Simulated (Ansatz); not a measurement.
## AlN, pressure series

Base system: AlN in the zinc blende structure (space group F-43m, No. 216; a = 4.342 Å).

Cell and atoms are relaxed at each pressure.

The values are results of Ansatz (an electronic-structure program) LDA, without spin-orbit coupling, not measurements.

```tsv
pressure (GPa)	volume per atom (Å³/atom)
-2	10.334
-1	10.284
0	10.234
0.9	10.191
2.1	10.135
9	?
15	9.608
22.5	9.353
30	9.127
```

Problem. Fit the third-order Birch–Murnaghan form P(V) = (3B₀/2)[(V₀/V)^(7/3) − (V₀/V)^(5/3)]·[1 + (3/4)(B₀′ − 4)((V₀/V)^(2/3) − 1)] (squares taken in P) to the rows shown and predict the withheld row.

Solution. Least squares on the printed values gives V₀ = 10.234 Å³/atom, B₀ = 210 GPa, B₀′ = 3.8; this predicts 9.837 Å³/atom, and the run gives 9.836 Å³/atom, in agreement.

Load acts through the strain it causes; cell and atoms are relaxed under it. Whether these cells are dynamically stable was not tested. Tetrahedral semiconductors of this kind turn to denser phases somewhere between about 1 and 50 GPa; those were not computed, so compressed cells here can lie past the real transition. This is not the structure that AlN has at room temperature and ambient pressure.
